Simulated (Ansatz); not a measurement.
The starting structures come from a database of crystals and need not be the phases stable at ambient conditions.

By PBEsol, the system below comes out a metal.

Data:

```
AuSn4
1.0
    6.56704     0.00000     0.00000
    0.00000     6.80705     0.00000
    0.00000    -3.09746     5.70744
Sn Au
8 2
Direct
  0.16726   0.73800   0.20454
  0.16726   0.26200   0.79546
  0.83274   0.26200   0.46654
  0.83274   0.73800   0.53346
  0.33274   0.26200   0.29546
  0.33274   0.73800   0.70454
  0.66726   0.73800   0.03346
  0.66726   0.26200   0.96654
  0.00000   0.00000   0.00000
  0.50000   0.00000   0.50000
```

Space group of this cell: Ccce. The cell is taken as given; by PBEsol its mean pressure is -1.6 GPa.

The current flows along the normal of the first two printed cell vectors. No spin-orbit coupling; the value is a mean over 0.1 eV about the Fermi level.

Problem. State the ballistic conductance per area according to PBEsol run with Ansatz (a quantum-chemistry and plane-wave program).

Solution. 0.59 × 10¹⁵ S/m² for both spins.
